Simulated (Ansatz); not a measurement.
## CdS under a change: uniaxial strain ε_zz = +3.00 %

Start from CdS in the wurtzite structure (space group P6_3mc, No. 186; a = 4.074 Å, c = 6.637 Å). Axes: x lies along a and z along c of the hexagonal cell.

The change: the cell is stretched by 3.00 % along z with no lateral relaxation; the atoms relax in the strained cell.

Level of theory: Kohn–Sham DFT with the LDA functional, run in Ansatz (an electronic-structure program) with PAW and 420 eV plane waves, no spin-orbit coupling. Γ-centred 9×9×5 mesh, Fermi–Dirac width 0.05 eV.

```csv
quantity,base,changed,shift
volume per atom,23.85 Å³,24.57 Å³,+0.72 Å³
space group,P6_3mc (No. 186),P6_3mc (No. 186),–
energy relative to the base (free energy F),0 meV/atom,+6.8 meV/atom,+6.8 meV/atom
"pressure (mean of the normal stresses, compression positive)",0.00 GPa,-1.92 GPa,-1.92 GPa
band gap,1.03 eV,0.90 eV,-0.13 eV
gap character,direct at Γ,direct at Γ,–
width of the top valence band,1.87 eV,1.80 eV,-0.07 eV
electron mass,"0.11 mₑ along c, 0.11 mₑ across (at Γ)","0.099 mₑ along z, 0.11 mₑ across (at Γ)",–
"valence-band top at Γ (three highest levels, from the VBM)","0.00, 0.00, -0.06 eV","0.00, 0.00, -0.16 eV",–
largest internal atomic displacement,–,0.022 Å,–
"stress (xx, yy, zz, yz, xz, xy; compression positive)",–,"(-1.36, -1.36, -3.05, 0.00, 0.00, 0.00) GPa",–
```

Masses are band curvatures over ±0.01 Å⁻¹ around the edge. Whether these cells are dynamically stable was not tested.
